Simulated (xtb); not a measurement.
xtb 6.7.1, GFN2-xTB: hexafluorodisilane (F[Si](F)(F)[Si](F)(F)F), 8 atoms. The geometry is a generated start, not checked to be a minimum at this level.

```yaml
run_flags: --grad
method: GFN2-xTB
"--acc": 1 (default)
"--etemp (K)": 300 (default)
basis_functions: 44
valence_electrons: 50
```

```xyz
8

F      1.9078    -0.2976    -1.2278
Si     1.1150    -0.0630     0.1202
F      1.7705     1.2355     0.7442
F      1.6069    -1.2409     1.0548
Si    -1.1140     0.0612    -0.1222
F     -1.6106     1.2485    -1.0424
F     -1.7697    -1.2322    -0.7557
F     -1.9059     0.2885     1.2289
```

One run each on 1 thread. Values of broydamp tried: 0.02, 0.05, 0.1, 0.2, 0.4 (default), 0.6, 0.8, 1.

Q: Predict the course of the SCC iterations along this series.

A: Fewest SCC iterations, within one of each other: 0.4 (default) with 12, 0.6 with 11, 0.8 with 11, 1 with 11. The count rises to 18 at 0.02. All converge to one solution.

```tsv
broydamp	SCC iterations	end
0.02	18	same solution
0.05	17	same solution
0.1	16	same solution
0.2	14	same solution
0.4 (default)	12	same solution
0.6	11	same solution
0.8	11	same solution
1	11	same solution
```
